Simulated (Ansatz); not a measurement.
Phonons of rock salt AgBr at temperature

Method: the stochastic self-consistent harmonic approximation in a 3×3×3 supercell, PBE density-functional theory in Ansatz (plane waves, PAW). The cell is fixed at its relaxed static size. Melting and transitions to other phases are not modelled. An odd repeat of the supercell leaves out some zone-boundary points, where instabilities often lie. Frequencies in cm⁻¹ at q = (0.00, 0.33, 0.67) (fractions of the primitive reciprocal vectors), each column in ascending order, rows equal in every column written once; i marks an imaginary mode. The auxiliary (Gaussian) frequencies are positive by construction; the free-energy Hessian decides stability.

```json
[
 {"harmonic": "38", "Gaussian 300 K": "37", "Hessian 300 K": "34", "Gaussian 600 K": "36", "Hessian 600 K": "29"},
 {"harmonic": "40", "Gaussian 300 K": "44", "Hessian 300 K": "35", "Gaussian 600 K": "48", "Hessian 600 K": "33"},
 {"harmonic": "65", "Gaussian 300 K": "71", "Hessian 300 K": "61", "Gaussian 600 K": "72", "Hessian 600 K": "58"},
 {"harmonic": "69", "Gaussian 300 K": "80", "Hessian 300 K": "65", "Gaussian 600 K": "88", "Hessian 600 K": "65"},
 {"harmonic": "105", "Gaussian 300 K": "113", "Hessian 300 K": "101", "Gaussian 600 K": "119", "Hessian 600 K": "100"},
 {"harmonic": "105", "Gaussian 300 K": "117", "Hessian 300 K": "103", "Gaussian 600 K": "125", "Hessian 600 K": "103"}
]
```

The pressure at 300 K in this cell is 1.15 ± 0.02 GPa. The pressure at 600 K in this cell is 1.93 ± 0.04 GPa and the pressure near 300 K by path-integral sampling of the fitted surface comes out as 1.58 GPa (marked doubtful by the run). The static pressure is 0.01 GPa. The largest statistical error of the Hessian column at 300 K is 0.7 cm⁻¹ and the largest statistical error of the Hessian column at 600 K is 1.4 cm⁻¹.

Over all wave vectors of the supercell the softest harmonic mode is 24 cm⁻¹ at q = (0.00, 0.00, 0.33); the softest of the Hessian is 23 cm⁻¹ at q = (0.00, 0.33, 0.33) at 300 K (error under 1; the run's verdict: stable), 21 cm⁻¹ at q = (0.00, 0.33, 0.33) at 600 K (error under 1; the run's verdict: stable).

Ansatz is an electronic-structure program.
